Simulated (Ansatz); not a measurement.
Base system: Na3Sb (space group P6_3/mmc, No. 194; a = 5.3122 Å, c = 9.4529 Å). Axes: x lies along a and z along c of the hexagonal cell.

All numbers come from PBEsol (Ansatz, a quantum-chemistry and plane-wave program, PAW, scalar-relativistic without spin-orbit coupling).

Base values:

```
Quantity                             Result
---------------------  --------------------
Valence-band top at Γ  0.00, 0.00, -0.16 eV
```

The change: uniaxial strain ε_xx = −2.25 %, all other strain components held at zero, atoms relaxed at fixed cell.

### Question
Predict the new valence-band top at Γ.

### Answer
The valence-band top at Γ (three highest levels, from the VBM) becomes 0.00, -0.07, -0.17 eV (base: 0.00, 0.00, -0.16 eV).

### Question
What does the calculation give for the stress after the change?

### Answer
The stress (xx, yy, zz, yz, xz, xy; compression positive) comes out as (1.06, 0.38, 0.12, 0.00, 0.00, 0.00) GPa.

### Question
Predict the new energy relative to the base.

### Answer
The energy goes up by 2.1 meV/atom.

With Sb present, leaving out spin-orbit coupling can change the band edges. The levels and masses belong to the bands next to the band gap. Stability against distortions was not tested.
